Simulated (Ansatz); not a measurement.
SiC (F-43m) under hydrostatic pressure (compression positive): electron conductivity mass by PBE with spin-orbit coupling, rigid bands (plane waves, PAW; Ansatz, an electronic-structure program). The unloaded cell, whose axes the loads refer to:

```
CELL_PARAMETERS angstrom
      0.00000     2.17843     2.17843
      2.17843     0.00000     2.17843
      2.17843     2.17843     0.00000
ATOMIC_POSITIONS crystal
  Si 0.00000 0.00000 0.00000
  C  0.25000 0.25000 0.25000
```

| hydrostatic pressure (compression positive) (GPa) | volume per atom (Å³) | electron conductivity mass (mₑ) |
|---|---|---|
| -15 | 11.19 | 0.310 |
| -10 | 10.86 | 0.306 |
| -5 | 10.58 | 0.303 |
| 0 | 10.34 | ? |
| 5 | 10.12 | 0.298 |
| 10 | 9.92 | 0.296 |
| 20 | 9.56 | 0.292 |

Question: Fit a straight line to ln(electron conductivity mass) against the load over the rows given, and predict the row at 0 GPa.

Answer: The means are x̄ = 0.833 GPa and ȳ = -1.2014; Σ(x − x̄)(y − ȳ) = -1.461 and Σ(x − x̄)² = 870.8, so the slope is -0.168 % per GPa, and the rows given lie within 0.37 % of the line. At 0 GPa the line gives 0.301 mₑ; the calculation gives 0.300 mₑ, 0.40 % from it.

Masses are for dilute carriers at 300 K, harmonic means over directions unless an axis is named. Stresses and pressures are the targets of the relaxation. The structure type is held at every load. Geometry: cell and atoms relaxed with PBEsol.
